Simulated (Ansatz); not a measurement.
The starting structures come from a database of crystals and need not be the phases stable at ambient conditions.

 Where the default PAW files enter, the runs use the earlier of Ansatz's two default sets.

Tunnelling through a barrier is set by its complex band structure: the current falls as exp(−2κd) with the smallest κ.

Here is the system:

```yaml
crystal:
  lattice:
    - [7.33130, 0.00000, 0.00000]
    - [-3.66565, 6.34909, 0.00000]
    - [3.66565, 2.11636, 5.98598]
  atoms:
    - { symbol: K, position: [0.50000, 0.75000, 0.75000] }
    - { symbol: K, position: [0.50000, 0.25000, 0.25000] }
    - { symbol: Pt, position: [0.00000, 0.00000, 0.00000] }
    - { symbol: Br, position: [0.00000, 0.23953, 0.23953] }
    - { symbol: Br, position: [0.00000, 0.76047, 0.76047] }
    - { symbol: Br, position: [0.00000, 0.23953, 0.76047] }
    - { symbol: Br, position: [0.00000, 0.76047, 0.23953] }
    - { symbol: Br, position: [0.52094, 0.76047, 0.23953] }
    - { symbol: Br, position: [0.47906, 0.23953, 0.76047] }
```

Space group of this cell: Fm-3m. The cell is taken as given; by PBEsol its mean pressure is -0.9 GPa.

Transport runs along the normal of the first two printed cell vectors, the (111) plane of the conventional cell.

The gap is the functional's own. No spin-orbit coupling. Mid-gap values are interpolated on the energy grid.

State the band gap and the smallest decay constant κ at mid-gap according to PBEsol (Ansatz, a program for electronic structure).

Gap 1.01 eV on a 6×6×6 mesh; κ = 0.208 1/Å, at (0.500, 0.000) of the in-plane reciprocal vectors. At the zone centre, at the nearest computed energy, the slowest state has κ = 0.27 1/Å.
